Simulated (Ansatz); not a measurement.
Start from HfC in the rock salt structure (space group Fm-3m, No. 225; a = 4.607 Å; relaxed with 0.1 eV smearing). Axes: x, y, z lie along the cube axes.

Calculations: DFT with PBEsol, PAW potentials and a 420 eV plane-wave cutoff in Ansatz (a first-principles code), without spin-orbit coupling.

Strains are applied to the cell and any free atomic positions relax.

One change was made to it. Results:

The band gap remains zero; the energy goes up by 14 meV/atom; the pressure (mean of the normal stresses, compression positive) goes from zero to 6.9 GPa.

Problem. What was done to the base?
(A) uniaxial strain ε_zz = −2.00 %
(B) uniaxial strain ε_zz = −2.50 %
(C) uniaxial strain ε_zz = +2.00 %

Solution. B, uniaxial strain ε_zz = −2.50 %. For comparison, the energy relative to the base in the other runs: uniaxial strain ε_zz = −2.00 % gives +8.8 meV/atom; uniaxial strain ε_zz = +2.00 % gives +7.7 meV/atom.

Whether these cells are dynamically stable was not tested. The final runs are not spin-polarised.
